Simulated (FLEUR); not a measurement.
**Equation of state of zinc-blende MgTe (space group 216): energy against volume (FLEUR, LDA)**

```
CELL_PARAMETERS angstrom
      0.00000     3.08515     3.08515
      3.08515     0.00000     3.08515
      3.08515     3.08515     0.00000
ATOMIC_POSITIONS crystal
  Mg 0.00000 0.00000 0.00000
  Te 0.75000 0.75000 0.75000
```

Method of the run: FLEUR with LDA (Perdew-Zunger), all-electron FLAPW (FLEUR), scalar-relativistic valence. Settings: Kmax = 5.13 1/bohr; GmaxXC = 25.6 1/bohr; xcFunctional = pz; jspins = 1; l_soc = F; mode = hist; fermiSmearingEnergy = 0.00036749 Htr; mesh (inpgen div1-3) = 8 8 8; inpgen gamma flag = true; Gmax = 25.6 1/bohr; numbands = 0; maxIterBroyd = 25; imix = Anderson; alpha = 0.05; precondParam = 0; minDistance = 1e-05 me/bohr^3. The cell above is the first row's. The rows scale it uniformly. In all rows fractional positions and the k mesh are held. E is the free energy at the stated smearing, counted from the lowest row.

| V (Å^3/atom) | E (meV/atom) |
|---|---|
| 29.365 | ? |
| 30.003 | 22.48 |
| 30.642 | 11.25 |
| 31.280 | 4.02 |
| 31.918 | 0.38 |
| 32.557 | 0.00 |
| 33.195 | 2.55 |
| 33.834 | 7.76 |
| 34.472 | 15.36 |

The 8 complete rows are fitted with the third-order Birch-Murnaghan form, a cubic in V^(-2/3), E against V. With u = V^(-2/3) - 0.0988, the rows have u = 0.0047675, 0.0033226, 0.0019292, 0.0005824, -0.0007223, -0.0019830, -0.0032059, -0.0043891. Least squares gives E = -0.168 + 422.0·u + 904995·u² + 623674·u³. Residuals (row less fit): -0.001, 0.002, 0.001, -0.005, 0.001, 0.001, 0.000, -0.001; standard error 0.003 (degrees of freedom: 4). Its minimum lies at u = -0.0002332, so V0 = (0.0985668)^(-3/2) = 32.31. There d²E/du² = 1809000 and d³E/du³ = 3742000, so B0 = (4/9) × 32.31^(-7/3) × 1809000 × 0.160218 = 38.7 GPa (the last factor turns the table's units into GPa), and B0' = 4 + (2/3) × 0.0985668 × (3742000)/1809000 = 4.1.

Problem. Predict the withheld E at V = 29.365 from the fit, and compare with the calculation.

Solution. u = 0.0062622, so E = -0.168 + 422.0 × 0.0062622 + 904995 × 0.0062622² + 623674 × 0.0062622³ = 38.117 meV/atom. The calculation gives 38.14 meV/atom, 0.023 meV/atom above the prediction (0.1 % of the range of E in the table). The row lies outside the fitted rows, so this is an extrapolation. From the scatter of the fitted rows alone, a prediction at this place has a standard error of 0.009 meV/atom, so the miss is 2.7 times that.

Carrying the step between the two nearest rows on in a straight line would have given 33.69, off by 4.45; series whose last step already gives the withheld value aren't shown. The scan was laid around a cell of about the measured size, scaled by a guess for this functional. This is a metastable polymorph. The runs keep the symmetry of the cell, so they don't test it for distortions. Values depend on the basis (sphere radii, cutoffs, local orbitals), which need not be converged. Spin-orbit coupling is off. Cutoffs and mesh are single choices, not tested for convergence of this quantity. Series with a scatter that would blur these digits, or in which a gap closes, are not shown. Nor are scans whose minimum lies at an end fitted in this form.
